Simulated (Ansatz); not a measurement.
Structures of equal composition on the (0001) surface of 4H silicon carbide (Si plane on top): (√3x√3)R30° Sb adatom at H3; (√3x√3)R30° Sb adatom at T4. The slabs share one bottom face, and each structure is named by its start. These are constructed structures in small cells; real faces may alloy, dewet or reconstruct in larger ones, and not all known structures of the face are among them. Slabs of about 10 Å, Fermi-Dirac smearing of 0.025 eV. Bottom of the slabs: H caps. Relaxed from the named starts with such symmetry as they have, on meshes of like density; energies extrapolated to zero smearing; spin only where a row says so; no spin-orbit coupling, no U. Brackets mark spin-polarised runs, whose order is one that fits the cell. Where a second, spin-polarised start was run, the lower counts.

These are HSE06, at the PBE geometry (plane waves to 420 eV, PAW; Ansatz, an electronic-structure program) values and carry that method's errors.

### Question
Order them by energy per 1x1 cell (lowest first) at the level HSE06, at the PBE geometry.

### Answer
(√3x√3)R30° Sb adatom at T4 (0.000 eV), (√3x√3)R30° Sb adatom at H3 (0.119 eV)
